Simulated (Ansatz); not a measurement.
System: W-vacancy pair (W on one host Ru site, one Ru site vacant) in hcp Ru (neutral cell). All values below come from PBE, PAW (plane waves to 420 eV; Ansatz, a quantum-chemistry and plane-wave program).

36-site cell at the relaxed PBE lattice, a 2×2×2 k-point mesh shifted by half a step along c, smearing 0.10 eV, spin-restricted, no finite-size correction. Static, classical nuclei. Spin-orbit coupling is left out. Forms of the defect that were not tried may lie lower.

Barriers: single points on a 4×4×4 k-point mesh shifted by half a step along c at the bands' geometries (they differ from the bands' own by up to 0.23 eV, and are uncertain by about as much).

A. the W atom itself jumps into the vacancy (W-vacancy distance between ideal sites 2.72 Å throughout); the atom moves 2.69 Å along (-0.99, 0.00, 0.00) of the unit cell; the moving atom starts with neighbours 2 Ru at 2.67, 4 Ru at 2.68, 2 Ru at 2.72, 2 Ru at 2.74, Ru at 2.74 Å and ends with 2 Ru at 2.67, 4 Ru at 2.68, 2 Ru at 2.72, 2 Ru at 2.74, Ru at 2.74 Å; saddle order not checked, on a symmetry element.
B. the W atom itself jumps into the vacancy (W-vacancy distance between ideal sites 2.66 Å throughout); the atom moves 2.53 Å along (-0.64, -0.32, 0.47) of the unit cell; the moving atom starts with neighbours 2 Ru at 2.66, 2 Ru at 2.67, 3 Ru at 2.71, 2 Ru at 2.73, 2 Ru at 2.75 Å and ends with 2 Ru at 2.66, 2 Ru at 2.67, 3 Ru at 2.71, 2 Ru at 2.73, 2 Ru at 2.75 Å; saddle order not checked, on a symmetry element.

A band can be held on a symmetry element, so unchecked saddle points there may be too high.

Question: Order them by forward barrier (lowest first) at the level PBE, PAW.

Answer: B (1.86 eV), A (2.19 eV)
